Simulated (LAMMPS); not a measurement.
LAMMPS 22 Jul 2025, classical MD, AIREBO (CH.airebo): C, 512 atoms.

```yaml
task: MD, nve
potential: AIREBO, CH.airebo
copies_of_the_repeat_unit: 4×4×4
shape (slab and sphere leave vacuum in the box): bulk
neighbor_skin: 2 Å
neigh_modify: every 1 delay 0 check yes
newton: on (default)
atom_modify sort (bins of 2 Å where set): 1000 (default)
comm_style: brick (default)
box: 14.3 × 14.3 × 14.3 Å
start: generated diamond lattice, warmed in an untimed run
```

All runs start from one configuration, warmed at this fixed volume for 300 steps under a thermostat at 2000 K. The run at the shortest step has a mean temperature of 1950 K and a mean pressure of 12.6 GPa.

Each run covers about 0.40 ps at constant energy (mean temperature 1950 K at the shortest step); σ is the standard deviation over the printed steps. One run each, on a shared machine, so no times are given.

Steps tried: 0.5 fs, 1 fs, 2 fs, 2.5 fs, 4 fs, 5 fs, 8 fs, 10 fs, 16 fs, 20 fs, 32 fs.

Up to which step does the ratio σ(E total)/σ(E kinetic) stay under 5 %, and what happens beyond?

0.5 fs. The run fails or blows up at 4 fs, 5 fs, 8 fs, 10 fs, 16 fs, 20 fs, 32 fs.

```tsv
time step	σ(E total)/σ(E kinetic)	last minus first total energy (meV/atom)	mean temperature (K)
0.5 fs	0.022	+0.38	1950
1 fs	0.063	+1.3	1940
2 fs	0.41	+9.7	1920
2.5 fs	1.3	+47	1950
4 fs	stops: Lost atoms	—	—
5 fs	stops: Lost atoms	—	—
8 fs	stops: Lost atoms	—	—
10 fs	stops: Lost atoms	—	—
16 fs	stops: Lost atoms	—	—
20 fs	stops: Lost atoms	—	—
32 fs	stops: Lost atoms	—	—
```

The bar is a choice.
